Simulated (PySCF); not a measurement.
PySCF 2.14.0, PBE0/def2-svp, df: Cr(O)(NMe)(F)(NMe2) (C[N]=[Cr](=[O])([F])[N](C)C), 17 atoms. The geometry is a generated start, not checked to be a minimum at this level.

| Item | Value |
|---|---|
| task | energy |
| method | pbe0 |
| basis | def2-svp |
| two-electron scheme | density fitting |
| mol.max_memory | 3000 MB |
| mf.max_cycle | 100 |
| mf.diis_space | 8 (default) |
| mf.conv_tol | 1e-09 (default) |
| mf.grids.level | 3 (default) |
| basis functions | 174 |
| grid points | 207680 |

```xyz
17

Cr    -0.0523     1.2739    -0.2891
O      1.1432     2.1833     0.1305
N      0.1451     0.4147    -1.6706
C      0.6703    -0.0833    -2.8582
H      1.2366    -0.9998    -2.6557
H     -0.1300    -0.3147    -3.5706
H      1.3537     0.6483    -3.3077
F     -1.5972     2.1036    -0.4073
N     -0.2935    -0.0001     0.9714
C     -0.0758     0.3230     2.3624
C     -0.5334    -1.4129     0.8060
H     -0.9521     0.0379     2.9571
H      0.7967    -0.2185     2.7540
H      0.0872     1.3964     2.4759
H      0.3091    -1.9970     1.1995
H     -1.4371    -1.7094     1.3502
H     -0.6704    -1.6453    -0.2479
```

Charge 0 and multiplicity 1 are set for this test and not shown to be the ground state.

With the defaults (mf.DIIS = CDIIS, mf.diis = true, mf.damp = 0, mf.diis_start_cycle = 1, mf.init_guess = minao, mf.level_shift = 0) it converges in 23 Fock builds. One run each on 2 threads, 1 BLAS thread, with these changes:
- mf.level_shift = 0.3 Hartree
- mf.DIIS = ADIIS
- mf.diis = false, mf.damp = 0.7, mf.diis_start_cycle = 999
- mf.init_guess = mod_huckel
- mf.DIIS = EDIIS
- mf.init_guess = atom
- mf.init_guess = huckel
- mf.diis = false
- mf.level_shift = 0.1 Hartree

Question: Which runs fail or end elsewhere than the default run?

Answer: No convergence: mf.DIIS = EDIIS; mf.diis = false; mf.diis = false, mf.damp = 0.7, mf.diis_start_cycle = 999 (the run ends without SCF convergence in 100 cycles). The rest reach the solution of the defaults.

| setting | Fock builds | end |
|---|---|---|
| mf.level_shift = 0.1 Hartree | 19 | same solution |
| mf.init_guess = atom | 20 | same solution |
| the defaults | 23 | same solution |
| mf.init_guess = huckel | 23 | same solution |
| mf.level_shift = 0.3 Hartree | 24 | same solution |
| mf.init_guess = mod_huckel | 27 | same solution |
| mf.DIIS = ADIIS | 36 | same solution |
| mf.DIIS = EDIIS | 101 | no convergence |
| mf.diis = false | 101 | no convergence |
| mf.diis = false, mf.damp = 0.7, mf.diis_start_cycle = 999 | 101 | no convergence |
